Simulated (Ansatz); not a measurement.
SrO: response to strain

Base system: SrO in the rock salt structure (space group Fm-3m, No. 225).

```
SrO
1.0
    0.00000     2.56121     2.56121
    2.56121     0.00000     2.56121
    2.56121     2.56121     0.00000
Sr O
1 1
Cartesian
  0.00000   0.00000   0.00000
  2.56121   2.56121   2.56121
```

Cartesian axes are those of the cell as printed.

Strains are applied to the cell and any free atomic positions relax.

Calculations: Ansatz (a program for electronic structure), PBEsol, PAW, cutoff 420 eV, no SOC.

Notes on the quantities. energy relative to the base: free energy F; pressure: mean of the normal stresses, compression positive.

| change | energy relative to the base | band gap | pressure | smallest direct gap | volume per atom |
|---|---|---|---|---|---|
| base | 0 meV/atom | 3.20 eV | 0.00 GPa | 3.26 eV | 16.80 Å³ |
| tensor shear ε_xy = +0.86 % | +0.8 meV/atom | 3.18 eV | -0.01 GPa | 3.24 eV | 16.80 Å³ |
| tensor shear ε_xy = +0.29 % | +0.1 meV/atom | 3.19 eV | 0.00 GPa | 3.26 eV | 16.80 Å³ |
| tensor shear ε_xy = +0.57 % | +0.4 meV/atom | 3.18 eV | 0.00 GPa | 3.25 eV | 16.80 Å³ |
| tensor shear ε_xy = +1.71 % | … | … | -0.02 GPa | … | 16.80 Å³ |
| tensor shear ε_xy = +1.43 % | +2.3 meV/atom | 3.16 eV | -0.01 GPa | 3.23 eV | 16.80 Å³ |
| tensor shear ε_xy = +2.00 % | +4.6 meV/atom | 3.14 eV | -0.02 GPa | 3.21 eV | 16.79 Å³ |
| tensor shear ε_xy = +1.14 % | +1.5 meV/atom | 3.17 eV | -0.01 GPa | 3.23 eV | 16.80 Å³ |

Problem. Some entries are withheld; estimate them.

Solution. 
- tensor shear ε_xy = +1.71 %, energy relative to the base: +3.3 meV/atom
- tensor shear ε_xy = +1.71 %, band gap: 3.15 eV
- tensor shear ε_xy = +1.71 %, smallest direct gap: 3.22 eV

Stability against distortions was not tested.
